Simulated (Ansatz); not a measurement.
**Pressure series in BN**

The reference is BN in the zinc blende structure (space group F-43m, No. 216).

```yaml
crystal:
  lattice:
    - [0.00000, 1.81234, 1.81234]
    - [1.81234, 0.00000, 1.81234]
    - [1.81234, 1.81234, 0.00000]
  atoms:
    - { symbol: N, position: [0.75000, 0.75000, 0.75000] }
    - { symbol: B, position: [0.00000, 0.00000, 0.00000] }
```

Cell and atoms are relaxed at each pressure.

All numbers come from plane-wave PAW DFT at the PBE level (Ansatz, a program for electronic structure, 420 eV), spin-orbit coupling left out.

Candidates:
(a) pressure 1.8 GPa
(b) pressure 60 GPa
(c) pressure 30 GPa
(d) pressure −1 GPa
(e) pressure 18 GPa

For the base:

| Item | Value |
|---|---|
| Smallest direct gap | 8.79 eV |

**Question.** Order them by smallest direct gap, highest first.

**Answer.** (b) pressure 60 GPa (9.41 eV), (c) pressure 30 GPa (9.13 eV), (e) pressure 18 GPa (9.00 eV), (a) pressure 1.8 GPa (8.82 eV), (d) pressure −1 GPa (8.78 eV)

Load acts through the strain it causes; cell and atoms are relaxed under it. Whether these cells are dynamically stable was not tested. No other phases were tried under pressure.
